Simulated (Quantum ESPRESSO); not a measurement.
# What a tighter setting buys: K_POINTS, PAuS (Pbca, 24 atoms in the cell)

Cell: a = 5.6583 Å, b = 5.6987 Å, c = 16.6385 Å, α = 90.00°, β = 90.00°, γ = 90.00°.

Computed with PBEsol, GBRV 1.5 ultrasoft (PBESOL) pseudopotentials (plane waves; Quantum ESPRESSO).

Base settings: ecutwfc = 40 Ry; ecutrho = 320 Ry; occupations = fixed; potentials = {P: p_pbesol_v1.5.uspp.F.UPF, S: s_pbesol_v1.4.uspp.F.UPF, Au: au_pbesol_v1.uspp.F.UPF}; K_POINTS = automatic 3 3 1 1 1 1; nbnd = 92; conv_thr = 1e-10 Ry; mixing_beta = 0.7.

Misses are taken against the tightest run, automatic 6 6 2 1 1 1, which need not be fully converged itself. The energy is the free energy per atom.

The count of work is k-points × plane waves × bands × iterations; it is no time, and leaves out set-up, grids and terms that scale otherwise. Core times come from one kind of shared machine and are given to one figure; runs under 30 s give none.

The starting cell comes from a database of computed structures (which also holds hypothetical and non-ambient phases and stackings), without a prior relaxation at this level. In the base run, with a pressure of about -4 GPa the cell is away from its equilibrium volume at this level.

The runs (K_POINTS): automatic 1 1 1 1 1 1 | automatic 2 2 1 1 1 1 | automatic 3 3 1 1 1 1 | automatic 4 3 2 1 1 1 | automatic 4 4 2 1 1 1 | automatic 5 5 2 1 1 1 | automatic 6 6 2 1 1 1.

Q: Which is the coarsest setting among those run that, with all tighter ones, holds the energy within 20 meV/atom of the reference, and what does it save?

A: automatic 3 3 1 1 1 1, off by 4.2 meV/atom; its saving against the reference is no more than about a factor of 2 in the count of work.

Q: For at most 0.3 times the reference's count of work, which run misses the energy least?

A: automatic 2 2 1 1 1 1, with a miss of 50 meV/atom at a count of 0.12.

Q: What does the step from automatic 1 1 1 1 1 1 to automatic 4 3 2 1 1 1 buy?

A: It takes the miss in the energy from 700 to 1.9 meV/atom, for 4.3 times the count of work and roughly 2 times the time.

| K_POINTS | energy less reference (meV/atom) | pressure less reference (GPa) | largest difference in the force on any atom (eV/Å) | count of work / reference | core time / reference (rough) |
|---|---|---|---|---|---|
| automatic 1 1 1 1 1 1 | 698.81 | 3.26 | 5.437 | 0.11 | 0.4 |
| automatic 2 2 1 1 1 1 | -50.33 | -0.37 | 0.614 | 0.12 | 0.4 |
| automatic 3 3 1 1 1 1 | 4.15 | -0.02 | 0.138 | 0.50 | 0.5 |
| automatic 4 3 2 1 1 1 | 1.91 | 0.02 | 0.070 | 0.47 | 0.8 |
| automatic 4 4 2 1 1 1 | -0.39 | -0.01 | 0.027 | 0.44 | 0.9 |
| automatic 5 5 2 1 1 1 | -0.37 | 0.00 | 0.007 | 1.2 | 1 |
| automatic 6 6 2 1 1 1 | 0.00 | 0.00 | 0.000 | 1.0 | 1 |
